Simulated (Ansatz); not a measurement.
Base system: BeRh in the CsCl type structure (space group Pm-3m, No. 221; a = 2.7529 Å; a cell from a computed database, its experimental status unchecked). Axes: x, y, z lie along the cube axes.

Level of theory: DFT with PBEsol, PAW potentials and a 420 eV plane-wave cutoff in Ansatz (a first-principles code), no SOC.

Now apply this change: a free-standing slab of 7 layers (14 atoms, 2 a layer) is cut normal to [110], with 15 Å of vacuum and the in-plane cell held at bulk.

Question: Estimate the effect on the excess energy per area of both faces and change of the spacing d12 from its bulk value of 1.947 Å.

Answer: The excess energy per area of both faces (slab less bulk energy over the cell's area: twice a surface energy) amounts to 5.2 J/m² (uncertain by up to 0.2 J/m²); the change of the spacing d12 from its bulk value of 1.947 Å comes out as -3.5 %.

The excess energy carries the mismatch between the slab's and the bulk's meshes. Whether these cells are dynamically stable was not tested. The final runs are not spin-polarised. BeRh has a high density of states at the Fermi level and may be magnetic at this level.
